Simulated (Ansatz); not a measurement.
Base system: Sn in the diamond structure (space group Fd-3m, No. 227; a = 6.569 Å). Axes: x, y, z lie along the cube axes.

All numbers come from r2SCAN (Ansatz, a first-principles code), without spin-orbit coupling, earlier PAW set.

Before the change:

| Quantity | Result |
|---|---|
| Shortest interatomic distance | 2.844 Å |

One thing is altered: tensile biaxial strain of 1.04 % in the plane normal to [110], as in epitaxy on a mismatched substrate; the out-of-plane cell vector and the atoms relax.

Predict the new energy relative to the base and shortest interatomic distance.

The energy grows by 2.1 meV/atom; the shortest interatomic distance increases by 0.0084 Å to 2.853 Å.

A biaxial case was relaxed in a doubled cell and then solved in the primitive one. Whether these cells are dynamically stable was not tested.
